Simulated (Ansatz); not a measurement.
# Response to strain in NbP

The reference is NbP (space group I4_1md, No. 109; a = 3.340 Å, c = 11.449 Å; relaxed with 0.1 eV smearing). Axes: x, y, z lie along a, b, c of the conventional cell.

Strains are applied to the cell and any free atomic positions relax; under stress the whole cell relaxes.

Computed with Ansatz (an electronic-structure program), r2SCAN, PAW, cutoff 500 eV, without spin-orbit coupling.

Notes on the quantities. pressure: mean of the normal stresses, compression positive; energy relative to the base: free energy F.

| variant | space group | pressure | energy relative to the base | shortest interatomic distance |
|---|---|---|---|---|
| base | I4_1md (No. 109) | 0.0 GPa | 0 meV/atom | 2.540 Å |
| isotropic strain −2.67 % | I4_1md (No. 109) | 18.9 GPa | +68 meV/atom | 2.473 Å |
| isotropic strain −1.96 % | I4_1md (No. 109) | 13.2 GPa | +36 meV/atom | 2.491 Å |
| isotropic strain −0.97 % | I4_1md (No. 109) | 6.1 GPa | +8.5 meV/atom | 2.516 Å |
| uniaxial stress, 5 GPa tension along z | I4_1md (No. 109) | – | +6.1 meV/atom | 2.547 Å |
| tensor shear ε_xy = +3.80 % | Fdd2 (No. 43) | 1.6 GPa | +53 meV/atom | 2.467 Å |

Beyond what the load breaks, stability against distortions was not tested. The final runs are not spin-polarised.
